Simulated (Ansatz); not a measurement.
## MgS in the rock salt structure (space group Fm-3m, No. 225)

```xyz
2
Lattice="0.0000 2.5910 2.5910 2.5910 0.0000 2.5910 2.5910 2.5910 0.0000" Properties=species:S:1:pos:R:3 pbc="T T T"
Mg     0.0000     0.0000     0.0000
S      2.5910     2.5910     2.5910
```

Computed with Ansatz (a first-principles code), PBEsol, PAW, cutoff 420 eV, no spin-orbit coupling. Settings: 11×11×11 k-points, 0.05 eV Fermi–Dirac smearing.

- Volume per atom = 17.39 Å³
- Density = 2.69 g/cm³
- Band gap = 2.73 eV, indirect, Γ → X
- Electron mass = 0.53 mₑ along k, 0.29 mₑ across
- Hole mass (degenerate bands, along [100]) = 0.25, 0.92, 0.92 mₑ
- Lowest conduction-band minima above the VBM = X along ⟨100⟩ 2.73 eV; Γ 3.69 eV
- Total energy = -1399.959 eV/atom (σ→0; compares only within this code and set-up)

Effective masses come from finite differences of ±0.01 Å⁻¹. Along k means along the line from Γ to the band edge. Stability against distortions was not tested.
